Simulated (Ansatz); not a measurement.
**Au: stress against strain**

Au (fcc, Fm-3m, 17.016 Å³/atom at rest) under an equal strain ε in the (001) plane with the normal axis free, as in a coherent film. PBEsol in Ansatz, a plane-wave DFT program (PAW, default set), 420 eV, 28×28×28 Γ-centred mesh, Fermi-Dirac smearing 0.10 eV; ions are relaxed within the symmetry of each cell. Stress is positive for a compressed cell.

Here s stands for strain and y for stress xx.

```csv
strain (%),stress xx (GPa)
-3.00,?
-1.50,1.48
-1.00,0.94
-0.50,0.45
0.00,0.00
0.50,-0.39
1.00,-0.70
1.50,-0.90
```

Fit y of the 7 rows that show it with a straight line. Means: s 0, y 0.126. About the means, the sum of products is -5.6300 and the sum of squares of s is 7.0000; the slope is their ratio. Least squares gives y = 0.126 - 0.8043·s. Residuals (row less fit): 0.148, 0.010, -0.078, -0.126, -0.114, -0.022, 0.180; standard error 0.134 (degrees of freedom: 5). The slope gives the biaxial elastic modulus of this plane = 80 ± 5 GPa.

Question: What does the fit predict for y at s = -3.00, and how far is the calculated value from it?

Answer: y = 0.126 - 0.8043 × (-3.0) = 2.539 GPa. The calculation gives 3.56 GPa, 1.021 GPa above the prediction (22.9 % of the range of y in the table). The row lies outside the fitted rows, so this is an extrapolation. From the scatter of the fitted rows alone, a prediction at this place has a standard error of 0.209 GPa, so the miss is 4.9 times that.

One order more, fitted to all 13 runs of the series, follows each within 0.04, so the miss is the next term of a smooth law. In a metal these values are sensitive to mesh and smearing; energies are taken to zero smearing, stresses follow the free energy. Rows are the converged runs of the series near zero and its far end; series whose fitted rows scatter by over a few per cent of the range, as at a crossing or softening among them, aren't shown in this form. Most that stay on the fit to the last digits aren't either.
